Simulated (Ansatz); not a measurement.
## TiAl: response to strain

Consider TiAl (space group P4/mmm, No. 123; a = 2.766 Å, c = 4.002 Å; relaxed with 0.1 eV smearing). Axes: x, y, z lie along a, b, c of the conventional cell.

Strains are applied to the cell and any free atomic positions relax.

The values are results of DFT with LDA, PAW potentials and a 420 eV plane-wave cutoff in Ansatz (a first-principles code), spin-orbit coupling left out, not measurements.

Notes on the quantities. energy relative to the base: free energy F; pressure: mean of the normal stresses, compression positive.

```
variant                         energy relative to the base  pressure  shortest interatomic distance
------------------------------  ---------------------------  --------  -----------------------------
base                                             0 meV/atom   0.0 GPa                        2.766 Å
uniaxial strain ε_zz = −3.00 %                +7.8 meV/atom   4.0 GPa                        2.756 Å
uniaxial strain ε_zz = −2.00 %                            ?         ?                        2.766 Å
uniaxial strain ε_zz = −1.50 %                +1.9 meV/atom   2.0 GPa                        2.766 Å
uniaxial strain ε_zz = −1.00 %                +0.9 meV/atom   1.3 GPa                        2.766 Å
uniaxial strain ε_zz = −0.50 %                +0.2 meV/atom   0.6 GPa                        2.766 Å
uniaxial strain ε_zz = +0.50 %                +0.2 meV/atom  -0.6 GPa                        2.766 Å
uniaxial strain ε_zz = +1.00 %                +0.9 meV/atom  -1.2 GPa                        2.766 Å
uniaxial strain ε_zz = +1.50 %                +1.9 meV/atom  -1.8 GPa                        2.766 Å
uniaxial strain ε_zz = +3.00 %                +7.6 meV/atom  -3.5 GPa                        2.766 Å
```

Task: What belongs in the blanks?

Result: 
- uniaxial strain ε_zz = −2.00 %, energy relative to the base: +3.5 meV/atom
- uniaxial strain ε_zz = −2.00 %, pressure: 2.6 GPa

Stability against distortions was not tested. The final runs are not spin-polarised.
